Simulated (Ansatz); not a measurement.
Sn: pressure series

The parent structure is Sn (space group I4_1/amd, No. 141; a = 5.9471 Å, c = 3.2122 Å).

Cell and atoms are relaxed at each pressure.

All numbers come from Ansatz (a program for electronic structure), PBE, PAW, cutoff 420 eV, without spin-orbit coupling, earlier PAW set.

```tsv
pressure (GPa)	volume per atom (Å³/atom)
-2	29.778
-1	29.050
0	28.402
3	?
7	25.388
15	23.350
30	20.990
75	17.489
100	16.368
```

Question: Fit the third-order Birch–Murnaghan form P(V) = (3B₀/2)[(V₀/V)^(7/3) − (V₀/V)^(5/3)]·[1 + (3/4)(B₀′ − 4)((V₀/V)^(2/3) − 1)] (squares taken in P) to the rows shown and predict the withheld row.

Answer: Least squares on the printed values gives V₀ = 28.402 Å³/atom, B₀ = 48.2 GPa, B₀′ = 4.7; this predicts 26.890 Å³/atom, and the run gives 26.876 Å³/atom, 0.014 lower.

Measured bulk modulus of Sn: 57.037 GPa (temperature not stated; as listed in Tao Chen et al., Physical Review Materials (2023)); the computed value is for a static lattice, so the two differ by thermal effects too.

Load acts through the strain it causes; cell and atoms are relaxed under it. Whether these cells are dynamically stable was not tested. Measured, Sn leaves this structure (for a body-centred tetragonal phase) near 8 GPa (temperature not stated; as listed in Olga Degtyareva, NATO science for peace and security series. B, Physics and biophysics (2010)).
